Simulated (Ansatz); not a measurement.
# ZrO2: pressure 10 GPa

Take ZrO₂ in the fluorite structure (space group Fm-3m, No. 225; a = 5.0893 Å) as the base.

Modification: a hydrostatic pressure of 10 GPa.

All numbers come from r2SCAN in Ansatz (plane waves to 500 eV, PAW, spin-orbit coupling left out). Γ-centred 11×11×11 mesh, Fermi–Dirac width 0.05 eV.

Volume per atom: 10.60 Å³ (base 10.98 Å³)
Density: 6.44 g/cm³ (base 6.21 g/cm³)
Lattice parameter a: 5.028 Å (base 5.089 Å)
Shortest interatomic distance: 2.177 Å (base 2.204 Å)
Enthalpy H = E + PV relative to the base's energy: +0.67 eV/atom
Band gap: 4.00 eV (base 3.89 eV)
Gap character: indirect, X → Γ (base indirect, X → Γ)
Mean gap deformation potential ΔEg/Δln V: -3.1 eV
Width of the top valence band: 1.70 eV (base 1.67 eV)
Electron mass (degenerate bands, along [100]): 0.50, 1.9 mₑ (at Γ) (base 0.53, 2.1 mₑ (at Γ))
Hole mass: 0.28 mₑ along k, 2.9 mₑ across (at X)
Valley order (the lowest conduction-band minima on the path, energy above the VBM, named in the base's zone): Γ 4.00 eV; a point along ⟨110⟩, about 0.8 Å⁻¹ from Γ 4.42 eV; X along ⟨100⟩ 4.43 eV; L along ⟨111⟩ 4.65 eV (base Γ 3.89 eV; X along ⟨100⟩ 4.29 eV; a point along ⟨110⟩, about 0.8 Å⁻¹ from Γ 4.29 eV; L along ⟨111⟩ 4.50 eV)

Load acts through the strain it causes; cell and atoms are relaxed under it. Masses are band curvatures over ±0.01 Å⁻¹ around the edge. Along k means along the line from Γ to the band edge. Whether these cells are dynamically stable was not tested. No other phases were tried under pressure. This is not the structure that ZrO2 has at room temperature and ambient pressure.

Ansatz is a quantum-chemistry and plane-wave program.
